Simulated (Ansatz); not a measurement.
Effect of biaxial strain +2.50 %, plane normal [001], relaxed out of plane on Ru

The reference is Ru in the hcp (Mg type) structure (space group P6_3/mmc, No. 194; a = 2.722 Å, c = 4.294 Å; relaxed with 0.1 eV smearing). Axes: x lies along a and z along c of the hexagonal cell.

One thing is altered: biaxial strain +2.50 %, plane normal [001], relaxed out of plane (Cartesian); in-plane vectors clamped, the third vector and the atoms free.

Method: DFT with PBE, PAW potentials and a 420 eV plane-wave cutoff in Ansatz (a first-principles code), spin-orbit coupling left out. Γ-centred 24×24×14 mesh, Fermi–Dirac width 0.1 eV.

```json
[
 {"quantity": "volume per atom", "base": "13.78 Å³", "changed": "14.28 Å³", "shift": "+0.50 Å³"},
 {"quantity": "space group", "base": "P6_3/mmc (No. 194)", "changed": "P6_3/mmc (No. 194)", "shift": "–"},
 {"quantity": "pressure (mean of the normal stresses, compression positive)", "base": "0.0 GPa", "changed": "-9.3 GPa", "shift": "-9.3 GPa"},
 {"quantity": "band gap", "base": "zero", "changed": "zero", "shift": "–"},
 {"quantity": "out-of-plane strain", "base": "–", "changed": "-1.34 %", "shift": "–"},
 {"quantity": "ratio −ε⊥/ε∥", "base": "–", "changed": "0.54", "shift": "–"}
]
```

Cost of the whole job for the changed cell (relaxation, final SCF and bands): very roughly 50 core-seconds.

No phonon test of stability was made. All final runs are without spin polarisation.
